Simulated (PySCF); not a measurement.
PySCF 2.14.0, TPSSH/def2-svp, df: Ti(OEt)(H)3 (CC[O][TiH3]), 12 atoms. The geometry is a generated start, not checked to be a minimum at this level.

```yaml
task: energy
method: tpssh
basis: def2-svp
two_electron_scheme: density fitting
mol.max_memory: 3000 MB
mf.max_cycle: 100
mf.init_guess: minao (default)
mf.DIIS: CDIIS (default)
mf.conv_tol: 1e-09 (default)
mf.grids.level: 3 (default)
basis_functions: 113
grid_points: 141688
```

```xyz
12

Ti     0.9508     0.3745     1.7052
O      0.2136     0.7667     0.2404
C     -0.4453     0.5940    -0.9650
C     -0.7251    -0.8962    -1.1733
H     -1.3928     1.1617    -0.9465
H      0.1850     0.9828    -1.7842
H     -1.3422    -1.2624    -0.3481
H     -1.2418    -1.0653    -2.1160
H      0.2241    -1.4396    -1.1752
H      2.5629     0.8784     1.5749
H      0.0761     1.1886     2.9054
H      0.9348    -1.2832     2.0823
```

Charge 0 and multiplicity 1 are set for this test and not shown to be the ground state.

One run each on 2 threads, 1 BLAS thread. Values of diis_space tried: 3, 5, 8 (default), 12, 20.

How does the count of Fock builds change with diis_space, and where is it least?

Fewest Fock builds, within one of each other: 5 with 13, 8 (default) with 12, 12 with 12, 20 with 12. The count rises to 35 at 3. All converge to one solution.

```
diis_space   Fock builds            end
-----------  -----------  -------------
3                     35  same solution
5                     13  same solution
8 (default)           12  same solution
12                    12  same solution
20                    12  same solution
```
